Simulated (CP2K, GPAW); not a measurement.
A GPAW input for a self-consistent single point of KF (Fm-3m, 2 atoms in the cell) (DFT PBE, plane waves, GPAW PAW datasets PBE (gpaw-data 1.0.1)):

```python
from ase import Atoms
from ase.units import GPa
from gpaw import GPAW

atoms = Atoms(['K', 'F'],
              cell=[[0.000000, 2.621500, 2.621500],
                    [2.621500, 0.000000, 2.621500],
                    [2.621500, 2.621500, 0.000000]],
              scaled_positions=[[0.000000, 0.000000, 0.000000],
                                [0.500000, 0.500000, 0.500000]],
              pbc=True)

calc = GPAW(mode={'name': 'pw', 'ecut': 900},
            xc='PBE',
            kpts=(9, 9, 9),
            occupations={'name': 'fermi-dirac', 'width': 0.01},
            nbands=-8,
            convergence={'forces': 0.001, 'bands': -6},
            symmetry={'symmorphic': False, 'tolerance': 0.0005},
            maxiter=150,
            txt='-')

atoms.calc = calc

energy = atoms.get_potential_energy()
print('Energy (eV):', round(energy, 6))
forces = atoms.get_forces()
print('Forces (eV/Ang):')
print(forces.round(5))
stress = atoms.get_stress()
print('Stress (GPa, Voigt):', (stress / GPa).round(4))
```

Q: Translate this input to CP2K.

A: One input that does it (others would too):

```
&GLOBAL
  PROJECT bulk
  RUN_TYPE ENERGY_FORCE
  PRINT_LEVEL LOW
&END GLOBAL
&FORCE_EVAL
  METHOD Quickstep
  STRESS_TENSOR ANALYTICAL
  &DFT
    BASIS_SET_FILE_NAME BASIS_MOLOPT
    POTENTIAL_FILE_NAME GTH_POTENTIALS
    &QS
      METHOD GPW
      EPS_DEFAULT 1E-10
    &END QS
    &MGRID
      CUTOFF 550
      REL_CUTOFF 60
      NGRIDS 5
    &END MGRID
    &SCF
      SCF_GUESS ATOMIC
      EPS_SCF 1E-7
      MAX_SCF 100
      ADDED_MOS 4
      &DIAGONALIZATION
        ALGORITHM STANDARD
      &END DIAGONALIZATION
      &MIXING
        METHOD BROYDEN_MIXING
        ALPHA 0.4
        NBUFFER 10
        BETA 1
      &END MIXING
      &SMEAR ON
        METHOD FERMI_DIRAC
        ELECTRONIC_TEMPERATURE [K] 116.05
      &END SMEAR
    &END SCF
    &KPOINTS
      SCHEME MONKHORST-PACK 9 9 9
    &END KPOINTS
    &XC
      &XC_FUNCTIONAL PBE
      &END XC_FUNCTIONAL
    &END XC
    &PRINT
      &MO
        EIGENVALUES T
        OCCUPATION_NUMBERS T
        NDIGITS 8
        FILENAME mo
        &EACH
          QS_SCF 0
        &END EACH
        ADD_LAST NUMERIC
      &END MO
      &MULLIKEN OFF
      &END MULLIKEN
    &END PRINT
  &END DFT
  &SUBSYS
    &CELL
      A 3.70736100 0.00000000 0.00000000
      B 1.85368000 3.21066900 0.00000000
      C 1.85368000 1.07022300 3.02704700
      PERIODIC XYZ
    &END CELL
    &COORD
      K        0.00000000     0.00000000     0.00000000
      F        3.70736050     2.14044600     1.51352350
    &END COORD
    &KIND K
      BASIS_SET DZVP-MOLOPT-SR-GTH
      POTENTIAL GTH-PBE-q9
    &END KIND
    &KIND F
      BASIS_SET DZVP-MOLOPT-SR-GTH
      POTENTIAL GTH-PBE-q7
    &END KIND
  &END SUBSYS
  &PRINT
    &FORCES ON
    &END FORCES
    &STRESS_TENSOR ON
    &END STRESS_TENSOR
  &END PRINT
&END FORCE_EVAL
```

Basis, cutoffs, solver keys and any potentials are the target program's own. This input uses DFT PBE, GPW, DZVP-MOLOPT-SR-GTH basis, GTH-PBE potentials (GTH_POTENTIALS). Both were run: gap on the mesh 6.490 eV in GPAW and 6.574 in CP2K.

On CP2K: the starting cell has typed, rounded lattice constants, without a prior relaxation at this level. For this run, on top of that: lattice scaled by 0.98. Values carry the incompleteness of an atom-centred basis. With a pressure of about 4 GPa the cell is away from its equilibrium volume at this level.

On GPAW: the starting cell has typed, rounded lattice constants, without a prior relaxation at this level. For this run, on top of that: lattice scaled by 0.98.
